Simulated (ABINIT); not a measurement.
ABINIT run on Sr3Ca (Pm-3m, 4 atoms in the cell): self-consistent single point.

Method of the run: PBEsol, norm-conserving pseudopotentials (PseudoDojo nc-sr-04 PBEsol standard) (plane waves; ABINIT).

The change in words: lattice scaled by 0.98. Reference geometry:
```
Sr3Ca
1.0
    5.98875     0.00000     0.00000
    0.00000     5.98875     0.00000
    0.00000     0.00000     5.98875
Sr Ca
3 1
Direct
  0.00000   0.50000   0.50000
  0.50000   0.00000   0.50000
  0.50000   0.50000   0.00000
  0.00000   0.00000   0.00000
```

Reference input (self-consistent single point, DFT, PBEsol, plane waves, norm-conserving pseudopotentials (PseudoDojo nc-sr-04 PBEsol standard)): pseudos = [Sr.upf, Ca.upf]; ecut = 68 Ry; occopt = 7; tsmear = 0.136 eV; ngkpt = 4 4 4; nshiftk = 1; shiftk = 0 0 0; potentials = PseudoDojo nc-sr-04 PBEsol standard; nband = 27; kptopt = 1; nstep = 100; tolvrs = 1e-10. This run's input differs from it in these lines:

```diff
@@ -5,5 +5,5 @@
 rprim
-         5.9887500000    0.0000000000    0.0000000000
-         0.0000000000    5.9887500000    0.0000000000
-         0.0000000000    0.0000000000    5.9887500000
+         5.8689750000    0.0000000000    0.0000000000
+         0.0000000000    5.8689750000    0.0000000000
+         0.0000000000    0.0000000000    5.8689750000
 natom 4
@@ -13,5 +13,5 @@
 xcart
-         0.0000000000    5.6585486644    5.6585486644
-         5.6585486644    0.0000000000    5.6585486644
-         5.6585486644    5.6585486644    0.0000000000
+         0.0000000000    5.5453776911    5.5453776911
+         5.5453776911    0.0000000000    5.5453776911
+         5.5453776911    5.5453776911    0.0000000000
          0.0000000000    0.0000000000    0.0000000000
```

Log, with long lists cut:

```
--- !BeginCycle
solver: {iscf: 7, nstep: 100, nline: 4, wfoptalg: 0, }
tolerances: {tolvrs: 1.00E-10, }
...

     iter   Etot(hartree)      deltaE(h)  residm     vres2
 ETOT  1  -141.19831979162    -1.412E+02 4.003E-02 6.301E+00
 ETOT  2  -141.24153383516    -4.321E-02 2.663E-03 8.095E+00
 ETOT  3  -141.24197940601    -4.456E-04 6.630E-04 1.873E+00
 ETOT  4  -141.24211317724    -1.338E-04 5.103E-04 6.798E-03
 ETOT  5  -141.24211473296    -1.556E-06 2.956E-04 1.477E-03
   [... 2 lines left out ...]
 ETOT  8  -141.24211493168    -9.186E-10 3.765E-04 1.013E-06
 ETOT  9  -141.24211493186    -1.769E-10 1.615E-04 2.811E-08
 ETOT 10  -141.24211493187    -6.537E-12 2.148E-04 3.193E-10
 ETOT 11  -141.24211493187    -2.160E-12 1.222E-04 5.603E-11
 At SCF step   11       vres2   =  5.60E-11 < tolvrs=  1.00E-10 =>converged.

 Cartesian components of stress tensor (hartree/bohr^3)
  sigma(1 1)=  1.26087886E-05  sigma(3 2)=  0.00000000E+00
  sigma(2 2)=  1.26087886E-05  sigma(3 1)=  0.00000000E+00
  sigma(3 3)=  1.26087886E-05  sigma(2 1)=  0.00000000E+00

 ----iterations are completed or convergence reached----

 reduced coordinates (array xred) for    4 atoms
       0.000000000000      0.500000000000      0.500000000000
       0.500000000000      0.000000000000      0.500000000000
       0.500000000000      0.500000000000      0.000000000000
       0.000000000000      0.000000000000      0.000000000000
 cartesian forces (eV/Angstrom) at end:
    1     -0.00000000000000    -0.00000000000000    -0.00000000000000
   [... lines left out ...]
 Fermi (or HOMO) energy (eV) =   4.15785   Average Vxc (eV)=  -7.71585
   [... lines left out ...]
total_energy        : -1.41242114931867E+02
total_energy_eV     : -3.84339340660928E+03
band_energy         : -2.26066684131596E+01
...

-Cartesian components of stress tensor (GPa)         [Pressure= -3.7096E-01 GPa]
- sigma(1 1)=  3.70963304E-01  sigma(3 2)=  0.00000000E+00
- sigma(2 2)=  3.70963304E-01  sigma(3 1)=  0.00000000E+00
- sigma(3 3)=  3.70963304E-01  sigma(2 1)=  0.00000000E+00

 Calculation completed.
```

The run converged in 11 iterations. Against the reference run the free energy drops by 13.9 meV/atom and the pressure goes from -1.03 to -0.37 GPa.

The starting cell comes from a database of computed structures (which also holds hypothetical and non-ambient phases and stackings), without a prior relaxation at this level. For this run, on top of that: lattice scaled by 0.98.

Cost on one core of a shared machine: roughly 2 min.
